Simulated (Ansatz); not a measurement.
The reference is K in the bcc (W type) structure (space group Im-3m, No. 229; a = 5.215 Å; relaxed with 0.1 eV smearing).

Level of theory: PBEsol in Ansatz (plane waves to 420 eV, PAW, no SOC).

Strains are applied to the cell and any free atomic positions relax.

One change was made to it. Results:

The energy goes up by 2.5 meV/atom; the pressure goes from zero to -0.2 GPa.

### Question
Which change produced these results?
(A) isotropic strain +2.00 %
(B) isotropic strain −1.00 %
(C) isotropic strain −2.50 %
(D) isotropic strain +1.00 %

### Answer
A, isotropic strain +2.00 %. For comparison, the energy relative to the base in the other runs: isotropic strain −1.00 % gives +0.9 meV/atom; isotropic strain +1.00 % gives +0.6 meV/atom; isotropic strain −2.50 % gives +5.3 meV/atom.

Whether these cells are dynamically stable was not tested.

Ansatz is a quantum-chemistry and plane-wave program.
